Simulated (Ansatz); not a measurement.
Input:

End structure of the (111) surface of bcc Ta in its 1x1 cell, outermost plane spacing 0.96 Å in the ideal cut:

```yaml
crystal:
  lattice:
    - [4.69382, 0.00000, 0.00000]
    - [-2.34691, 4.06497, 0.00000]
    - [0.00000, 0.00000, 26.00000]
  atoms:
    - { symbol: Ta, position: [0.33333, 0.66667, 0.32725] }
    - { symbol: Ta, position: [0.66667, 0.33333, 0.35533] }
    - { symbol: Ta, position: [0.00000, 0.00000, 0.38583] }
    - { symbol: Ta, position: [0.33333, 0.66667, 0.42868] }
    - { symbol: Ta, position: [0.66667, 0.33333, 0.46273] }
    - { symbol: Ta, position: [0.00000, 0.00000, 0.50000] }
    - { symbol: Ta, position: [0.33333, 0.66667, 0.53727] }
    - { symbol: Ta, position: [0.66667, 0.33333, 0.57132] }
    - { symbol: Ta, position: [0.00000, 0.00000, 0.61417] }
    - { symbol: Ta, position: [0.33333, 0.66667, 0.64467] }
    - { symbol: Ta, position: [0.66667, 0.33333, 0.67275] }
```

Slab: 11 atoms, 9.6 Å thick at the start (thin: gaps and levels are the slab's own); k 9x9x1, smearing 0.1 eV, dipole-corrected; single point; on the structure that PBE left under its start's symmetry; no spin, no spin-orbit, no U.

Problem. What work function of the top face does r2SCAN, at the PBE geometry (Ansatz, a quantum-chemistry and plane-wave program) give?

Solution. 3.81 eV

Problem. Give the surface energy (mean of both faces) at the level r2SCAN, at the PBE geometry.

Solution. 2.97 J/m²
